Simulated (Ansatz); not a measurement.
We consider quartz-high SiO2 (high-temperature phase), described by r²SCAN+rVV10 (Ansatz, an electronic-structure program, PAW).

Settings: plane-wave cutoff 560 eV, 12×12×6 k mesh (along the axes of the cell as run), Fermi–Dirac smearing 0.01 eV, scalar-relativistic PAW data made under PBE.

Cell (relaxed at this level):

```xyz
9
Lattice="5.0501 0.0000 0.0000 -2.5250 4.3735 0.0000 0.0000 0.0000 5.5354" Properties=species:S:1:pos:R:3 pbc="T T T"
Si    -1.2625     2.1868     1.8451
Si     2.5250     0.0000     0.0000
Si     1.2625     2.1868     3.6903
O      0.9521     3.4654     4.6129
O      2.5250     2.5573     2.7677
O     -0.9521     3.4654     0.9226
O      1.5729     0.9081     4.6129
O      0.0000     1.8162     2.7677
O      3.4772     0.9081     0.9226
```

Task: Give the computed band gap.

Result: 
- band gap: 6.20 eV (on the SCF k mesh)

Note: symmetry holds this phase in the static calculation, where it need not be a minimum; held by symmetry at 0 K, a high-temperature phase can be a saddle point.

Static lattice: no zero-point or thermal effects.

Cost on a shared machine: around 5 core-minutes (rough).
